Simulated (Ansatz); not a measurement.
Consider this model of amorphous Hf₁₈O₃₉La₂.

```xyz
59
Lattice="9.1488 -0.0590 0.0187 -0.0590 8.9855 0.0311 0.0187 0.0311 9.4971" Properties=species:S:1:pos:R:3 pbc="T T T"
Hf     3.6290     7.2761     4.3245
Hf     0.2160     1.2924     8.9219
Hf     3.6303     2.8560     9.4551
Hf     6.0501     5.4256     5.2918
Hf     6.0582     2.3984     7.2912
Hf     7.5897     3.9993     0.0355
Hf     5.2311     6.5664     1.5398
Hf     1.5077     0.5111     5.1838
Hf     0.2981     5.8812     3.8840
Hf     8.8986     6.7932     7.3752
Hf     0.0511     3.2626     5.7528
Hf     8.7552     2.2541     2.5967
Hf     8.5310     7.2863     1.1948
Hf     2.5179     5.0888     6.5622
Hf     1.9992     5.7412     0.2219
Hf     6.1025     1.1912     1.2607
Hf     2.3830     0.1796     1.8600
Hf     7.3235     8.7672     4.6868
O      7.7481     4.7146     4.5949
O      1.8903     6.6662     7.7153
O      5.5427     3.6523     9.0049
O      4.2069     1.7540     1.6959
O      0.5024     5.2865     6.0810
O      6.9397     6.4231     6.9091
O      8.0836     7.3053     3.2624
O      2.1621     1.3433     0.1134
O      4.9219     5.6005     3.4235
O      7.2914     1.6641     9.0946
O      2.3865     5.6384     4.4144
O      2.5412     4.1400     8.3349
O      9.0407     5.5895     9.0476
O      1.7096     8.0046     3.7105
O      5.6902     7.6186     4.8343
O      7.0465     3.0293     1.8259
O      9.0922     8.0326     5.6962
O      4.1850     6.1411     6.1744
O      6.8932     0.9176     3.0862
O      6.5237     0.7014     6.3274
O      0.6774     1.4908     6.9737
O      2.0006     1.5126     3.3900
O      0.0648     0.5199     1.5905
O      6.3821     8.1872     0.9892
O      4.0521     6.5722     9.4893
O      8.7759     1.5162     4.6138
O      3.2393     8.7611     5.7664
O      0.6236     3.7737     3.6156
O      4.0171     8.0479     2.4472
O      2.1146     3.1878     5.7158
O      0.1471     3.0414     0.6179
O      4.6463     1.3023     8.3442
O      0.6006     5.7656     1.9325
O      1.5587     7.6606     0.7948
O      7.8599     3.4670     7.3679
O      3.0867     4.3212     1.3537
O      8.6359     8.2696     8.7460
O      5.2643     3.6223     5.8514
O      6.9842     5.7127     1.0233
La     3.2626     3.5208     3.5379
La     4.8973     8.0416     7.4729
```

Method: PBE, scalar-relativistic without spin-orbit coupling (plane waves to 420 eV, PAW; Ansatz, a program for electronic structure).

The cell was made by melting and quenching with the CHGNet potential and then relaxed with DFT. O atoms were pushed apart under 1.9 Å during the dynamics, to hinder bonds among them. The hot cell started wider than the set density and was brought back towards it in steps. It is the lowest in DFT energy of 2 quenches. It is a model cell: composition and starting density were chosen by hand, and all elements were melted together. No dispersion term was used. Its density started from a set value of 8.75 and ended at 8.75 g/cm³. The simulated quench (nominally 300 K/ps over its main leg) is rapid and tends to freeze in more defects than a deposited or slowly cooled glass has. A cell of this size samples the disorder only roughly. The volume was held where the preparation left it and the shape relaxed, at a PBE pressure of 0.1 GPa. On a 2×2×2 Γ-centred mesh force components of up to 0.13 eV/Å stay, since the relaxation ran on the zone centre alone.

Neighbours within Hf-Hf 3.34 Å, Hf-O 2.92 Å, Hf-La 3.65 Å, O-O 1.58 Å, O-La 3.00 Å, La-La 3.96 Å count as bonded. Two cations that share two anions don't count as bonded, nor two that share one unless they lie closer than Hf-Hf 3.25 Å, Hf-La 3.55 Å, La-La 3.85 Å.

### Question
Give the coordination numbers, mean bond lengths and angles.

### Answer

```yaml
Mean coordination of Hf by anions: 6.56 (1 with 5, 8 with 6, 7 with 7, 2 with 8)
Mean coordination of O: 3.38 (1 with 2, 22 with 3, 16 with 4)
Mean coordination of La by anions: 7.00 (2 with 7)
Mean Hf-O bond: 2.164 Å (spread 0.159 Å, 118 counted)
Mean O-La bond: 2.546 Å (spread 0.135 Å, 14 counted)
Bond angle at Hf: mean 101.9°, spread 29.8°
Bond angle at O: mean 111.2°, spread 17.1°
Bond angle at La: mean 97.8°, spread 32.2°
```

### Question
List the pairs of like atoms that count as bonded by the rules above.

### Answer
There are none by these rules.

### Question
What Bader charges do the atoms carry, from a run on the zone centre alone?

### Answer
Means (range): Hf +2.61 e (+2.57 to +2.64), O -1.31 e (-1.35 to -1.26), La +2.17 e (+2.15 to +2.18).
```tsv
atom	charge (e)
Hf1	+2.57
Hf2	+2.63
Hf3	+2.61
Hf4	+2.59
Hf5	+2.57
Hf6	+2.63
Hf7	+2.58
Hf8	+2.60
Hf9	+2.62
Hf10	+2.63
Hf11	+2.59
Hf12	+2.60
Hf13	+2.64
Hf14	+2.57
Hf15	+2.64
Hf16	+2.57
Hf17	+2.63
Hf18	+2.64
O19	-1.30
O20	-1.30
O21	-1.33
O22	-1.34
O23	-1.33
O24	-1.32
O25	-1.32
O26	-1.31
O27	-1.35
O28	-1.33
O29	-1.32
O30	-1.32
O31	-1.33
O32	-1.32
O33	-1.32
O34	-1.26
O35	-1.34
O36	-1.33
O37	-1.27
O38	-1.31
O39	-1.31
O40	-1.32
O41	-1.34
O42	-1.31
O43	-1.29
O44	-1.35
O45	-1.29
O46	-1.29
O47	-1.33
O48	-1.29
O49	-1.30
O50	-1.33
O51	-1.26
O52	-1.28
O53	-1.34
O54	-1.32
O55	-1.30
O56	-1.33
O57	-1.30
La58	+2.15
La59	+2.18
```
